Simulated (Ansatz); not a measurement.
Model glasses of amorphous Ga2O3, 62 to 65 atoms (Ga24O36 before any change). Each row is one cell at a composition chosen by hand, melted whole on the CHGNet potential with the anions pushed apart under 1.9 Å, quenched within some picoseconds, far faster than a real film, and relaxed with PBE, scalar-relativistic without spin-orbit coupling (plane waves to 420 eV, PAW; Ansatz, a quantum-chemistry and plane-wave program). Each is the lower in DFT energy of 2 quenches. Cycles of charging and discharging were tried on some cells ahead of these points, and a cell that came back lower was taken. The column on the box says what of it was relaxed with the atoms; held means as the quench left it. Cells that kept moments or hold spare charge are left out, and those that charging annealed. So are cells far out in the fitted variable, so that no row sets the line alone.

From the neutral cell one electron is taken away, or one added, and the atoms relax (PBE, the zone centre alone, moment held at 1 μB, uniform background; no image-charge correction, which leaves W too low where the charge is localised). W = E(+1) + E(−1) − 2 E(0) is the cost of moving an electron from one such cell to another; the spacing parts the highest filled and lowest empty level of the neutral cell, which ran without spin polarisation.

Formal charges balance in every cell (each cation at its usual highest valence, Cu and Ag at +1, Sb at +3, H at +1, O at −2, N at −3, F and Cl at −1). R− and R+ are the energies that the atoms' relaxation gave back after the electron was added or removed.

| cell | change | box | spacing (eV) | R− (eV) | R+ (eV) | spacing − R− − R+ (eV) | W (eV) |
|---|---|---|---|---|---|---|---|
| Ga24O37Zn | +1 O, +1 Zn | volume and shape | 1.35 | 0.01 | 0.22 | 1.12 | 1.22 |
| Ga24O39Y2 | +3 O, +2 Y | shape | 1.64 | 0.02 | 0.41 | 1.21 | 1.44 |
| Ga24O39Lu2 | +2 Lu, +3 O | shape | 1.54 | 0.02 | 0.17 | 1.35 | 1.45 |
| Ga24O37K2 | +2 K, +1 O | volume and shape | 1.59 | 0.01 | 0.11 | 1.47 | withheld |
| Ga24O39W | +3 O, +1 W | volume and shape | 1.75 | 0.01 | 0.11 | 1.63 | 1.75 |
| Ga24O37Be | +1 Be, +1 O | shape | 1.92 | 0.02 | 0.10 | 1.80 | 1.91 |

Question: Fit a straight line of the last column on the one before it through the 5 full rows, and predict the withheld value for Ga24O37K2.

Answer: Means: x = 1.422, y = 1.554. Slope = Σ(Δx Δy) / Σ(Δx²) = 0.3079 / 0.3275 = 0.940; intercept = 1.554 − (0.940) × 1.422 = 0.217 eV; r.m.s. residual 0.047 eV. Prediction: 0.217 + (0.940) × 1.47 = 1.60 eV. The run gave 1.68 eV, a miss of 0.08 eV, within twice the residual.

Question: What would a slope of 1 with no intercept mean?

Answer: That adding and removing an electron at fixed atoms costs just the level spacing, as it does for levels spread over a large cell, so that W follows by bookkeeping. The fit has 0.940 and 0.217 eV; a departure holds the carrier's repulsion on its site, which raises W, and the uncorrected background, which lowers it.
